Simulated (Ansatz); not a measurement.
The reference is InPd in the CsCl type structure (space group Pm-3m, No. 221; a = 3.248 Å; relaxed with 0.1 eV smearing). Axes: x, y, z lie along the cube axes.

The values are results of PBEsol/PAW in Ansatz (a quantum-chemistry and plane-wave program), no SOC, not measurements.

One thing is altered: uniaxial strain ε_zz = −3.00 %, all other strain components held at zero; the atoms relax in the strained cell.

Q: Predict the stress tensor and what it implies for the stiffness.

A: Stress of the strained cell less that of the base (GPa, compression positive):
```
    4.2     0.0     0.0
    0.0     4.2     0.0
    0.0     0.0     5.2
```

Then −Δσ_ii/ε with ε = -0.0300 gives secant stiffness values (nonlinear terms included at this strain): C33 ≈ 175 GPa, C13 ≈ 139 GPa and C23 ≈ 139 GPa.

As a check, the harmonic strain energy −½ V₀ Δσ:ε is 8.4 meV/atom; the computed energy rise is 8.1 meV/atom.

Whether these cells are dynamically stable was not tested. The final runs are not spin-polarised.
